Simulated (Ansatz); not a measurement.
Cost and result by functional for the surface energy of the (111) surface of MnP-type NiSi in its 1x1 cell (cut with top plane Ni, bottom plane Ni), outermost plane spacing 0.74 Å in the ideal cut, in Ansatz (plane waves, PAW). Single points on the PBE structure, on one kind of machine; costs are rough ratios of the slab run's core time (references not counted) to the cheapest single point. r2SCAN's cost holds its higher cutoff (500 against 420 eV). Differences are taken against r2SCAN for comparison alone: no measured value is at hand, so the table doesn't rank accuracy.

Model: 40-atom slab, Ni20Si20, 12.3 Å thick at the start, 7x6x1 mesh, Fermi-Dirac 0.1 eV, dipole correction, all atoms relaxed; start symmetry kept, larger cells not searched; no spin (magnetic order not tried), no spin-orbit, no U. These notes are the PBE run's.

```
functional                     relative cost  surface energy (J/m²)  less r2SCAN (J/m²)
-----------------------------  -------------  ---------------------  ------------------
RPBE                                       1                   1.44               -0.35
LDA                                        1                   2.01                0.22
PBEsol                                     1                   1.91                0.12
r2SCAN                                     2                   1.79                0.00
PBE (the relaxed run's value)              –                   1.62               -0.17
```

The values span 0.57 J/m², while the single points' costs differ by a factor of roughly 2. Differences are of unrounded values.

Ansatz is a first-principles code.
